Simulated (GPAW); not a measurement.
Band structure of Co (P6_3/mmc, 2 atoms in the cell).

```xyz
2
Lattice="1.2550 -2.1737 0.0000 1.2550 2.1737 0.0000 0.0000 0.0000 4.0700" Properties=species:S:1:pos:R:3 pbc="T T T"
Co     1.2550     0.7246     1.0175
Co     1.2550    -0.7246     3.0525
```
Moments meant for the start (each program seeds them in its own way; μB, in the order of the atoms Co Co): 2.0 2.0.

Method of the run: PBE, GPAW PAW datasets PBE (gpaw-data 1.0.1) (plane waves; GPAW).

Settings: spinpol = true; mode = pw; ecut = 800 eV; xc = PBE; kpts = 13 13 7; mesh shift (steps) = 0 0 0; occupations.name = fermi-dirac; occupations.width = 0.136 eV; nbands = -8; convergence.density = 1e-05 e/electron; symmetry.symmorphic = false; symmetry.tolerance = 0.0005; maxiter = 150; bandpath_npoints = 40.

The starting cell has typed, rounded lattice constants, without a prior relaxation at this level. The magnetic order is the one reached from the typed start; others were not searched systematically.

Levels in eV from the Fermi level, bands 7 to 14 of the first spin channel:
| point | 7 | 8 | 9 | 10 | 11 | 12 | 13 | 14 |
|---|---|---|---|---|---|---|---|---|
| Γ | -2.27 | -1.93 | -1.93 | -0.87 | -0.87 | -0.23 | 6.06 | 21.91 |
| M | -2.19 | -0.72 | -0.65 | -0.58 | 1.20 | 3.15 | 9.40 | 10.02 |
| K | -1.94 | -0.96 | -0.96 | -0.87 | 4.33 | 5.10 | 5.10 | 12.03 |
| A | -2.64 | -2.64 | -1.17 | -1.17 | -1.17 | -1.17 | 14.60 | 14.60 |
| L | -1.09 | -1.09 | -0.64 | -0.64 | 1.46 | 1.46 | 7.00 | 7.00 |
| H | -1.90 | -1.90 | -0.80 | -0.80 | 5.51 | 5.51 | 7.10 | 7.10 |

Bands cross the Fermi level along this path, so the cell is metallic at this level.

The net moment of the cell came out as 3.23 μB.
